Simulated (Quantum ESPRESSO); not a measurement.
## Short convergence ladders for BaTiO₃ (Amm2, 5 atoms in the cell)

```xyz
5
Lattice="4.0032 0.0000 0.0000 0.0000 2.8769 2.8897 0.0000 -2.8769 2.8897" Properties=species:S:1:pos:R:3 pbc="T T T"
Ba     0.0000     0.0000     0.0697
Ti     2.0016     0.0000     2.9966
O      2.0016     1.4013     4.2472
O      2.0016    -1.4013     4.2472
O      0.0000     0.0000     2.8215
```

Base method: LDA (PZ), GBRV 1.5 ultrasoft (LDA) pseudopotentials (plane waves; Quantum ESPRESSO).

Base settings: ecutwfc = 50 Ry; ecutrho = 400 Ry; occupations = fixed; potentials = {Ba: ba_lda_v1.uspp.F.UPF, Ti: ti_lda_v1.4.uspp.F.UPF, O: o_lda_v1.2.uspp.F.UPF}; K_POINTS = automatic 2 2 2 0 0 0; nbnd = 22; conv_thr = 1e-09 Ry; mixing_beta = 0.4.

The count of work is k-points × plane waves × bands × iterations; it is no time. Core times come from one kind of shared machine, to one figure; runs under 30 s give none.

**The plane-wave cutoff**

Moved along: ecutrho.

The second cell is the first with its lattice scaled by 0.98.

The mesh stays at the base's, so the ladder's end is converged at best in this setting alone.

Only quantities that move along the ladder and can be compared are tabulated; the gap is left out on so coarse a mesh.

| ecutwfc | free energy less the last step's (meV/atom) | energy of the compressed cell less the first (meV/atom) | pressure (GPa) | largest difference of a force vector from the last step's (eV/Å) | count of work / last |
|---|---|---|---|---|---|
| 17.5 Ry | 4149.19 | 0.11 | -172.38 | 0.475 | 0.046 |
| 22 Ry | 1187.58 | -33.18 | -71.10 | 0.404 | 0.069 |
| 28 Ry | 180.09 | -18.62 | -22.05 | 0.101 | 0.11 |
| 50 Ry | 8.83 | -18.91 | -8.91 | 0.001 | 0.23 |
| 120 Ry | 0.00 | -19.05 | -8.76 | 0.000 | 1.0 |

Coarsest ecutwfc that holds the free energy within 5 meV/atom: not settled: the last two steps still differ by 8.8 meV/atom, over half the tolerance, so the ladder does not show it.

Coarsest ecutwfc that holds the energy of the compressed cell less the first within 1 meV/atom of the last step, with all finer ones: 28 Ry, at 0.11 of the last step's count of work; the step before is off by 14 meV/atom.

Coarsest ecutwfc that holds the pressure within 0.5 GPa of the last step, with all finer ones: 50 Ry, at 0.23 of the last step's count of work; the step before is off by 13 GPa.

At the lowest cutoff the pressure lies 164 GPa under the last step's, the usual sign of Pulay stress in an incomplete plane-wave basis.

**The cutoff for other potential files**

Level: DFT, LDA (PW92), plane waves, PseudoDojo standard norm-conserving (LDA) pseudopotentials.

In this ladder: ecutrho = default; pseudopotentials = {Ba: Ba.upf, Ti: Ti.upf, O: O.upf}.

The second cell is the first with its lattice scaled by 0.98.

The mesh stays at the base's, so the ladder's end is converged at best in this setting alone.

Only quantities that move along the ladder and can be compared are tabulated; the gap is left out on so coarse a mesh.

```tsv
ecutwfc	free energy less the last step's (meV/atom)	energy of the compressed cell less the first (meV/atom)	pressure (GPa)	largest difference of a force vector from the last step's (eV/Å)	count of work / last
38 Ry	2593.26	-39.51	-106.60	0.941	0.082
47 Ry	780.84	-37.76	-52.81	0.219	0.11
59 Ry	107.12	-27.24	-19.65	0.021	0.17
85 Ry	0.42	-27.40	-10.23	0.000	0.36
170 Ry	0.00	-27.41	-10.21	0.000	1.0
```

Coarsest ecutwfc that holds the forces within 0.01 eV/Å of the last step, with all finer ones: 85 Ry, at 0.36 of the last step's count of work; the step before is off by 0.021 eV/Å.

Coarsest ecutwfc that holds the pressure within 0.1 GPa of the last step, with all finer ones: 85 Ry, at 0.36 of the last step's count of work; the step before is off by 9.4 GPa.

Coarsest ecutwfc that holds the energy of the compressed cell less the first within 0.2 meV/atom of the last step, with all finer ones: 59 Ry, at 0.17 of the last step's count of work; the step before is off by 10 meV/atom.

The energy difference between the two cells stays within 1 meV/atom of the last step's from 59 Ry on, the total only from 85 Ry on: much of the error is common to both cells and cancels.

At the lowest cutoff the pressure lies 96.4 GPa under the last step's, the usual sign of Pulay stress in an incomplete plane-wave basis.

**The density cutoff**

The second cell is the first with its lattice scaled by 0.98.

The mesh stays at the base's, so the ladder's end is converged at best in this setting alone.

Only quantities that move along the ladder and can be compared are tabulated; the gap is left out on so coarse a mesh.

```csv
ecutrho,free energy less the last step's (meV/atom),energy of the compressed cell less the first (meV/atom),pressure (GPa),core time / last (rough)
100 Ry,-6.92,-18.62,-8.51,–
200 Ry,0.06,-18.93,-8.90,–
300 Ry,0.02,-18.92,-8.91,0.3
400 Ry,0.00,-18.91,-8.91,0.4
800 Ry,0.00,-18.92,-8.91,1
```

Coarsest ecutrho that holds the energy of the compressed cell less the first within 0.2 meV/atom of the last step, with all finer ones: 200 Ry; the step before is off by 0.29 meV/atom.

Coarsest ecutrho that holds the free energy within 1 meV/atom of the last step, with all finer ones: 200 Ry; the step before is off by 6.9 meV/atom.

Coarsest ecutrho that holds the pressure within 0.1 GPa of the last step, with all finer ones: 200 Ry; the step before is off by 0.40 GPa.

The energy difference between the two cells stays within 1 meV/atom of the last step's from 100 Ry on, the total only from 200 Ry on: much of the error is common to both cells and cancels.

On the base run: the starting cell comes from a database of computed structures (which also holds hypothetical and non-ambient phases and stackings), without a prior relaxation at this level. Its lattice was rescaled by up to half a per cent. One atom was moved a little off its site on purpose. In the base run, with a pressure of about -9 GPa the cell is away from its equilibrium volume at this level. In the base run, forces exceed 1 eV/Å. The mesh is very coarse (it stands for a supercell whose shortest vector is 8 Å): a converged loop gives no converged values here.
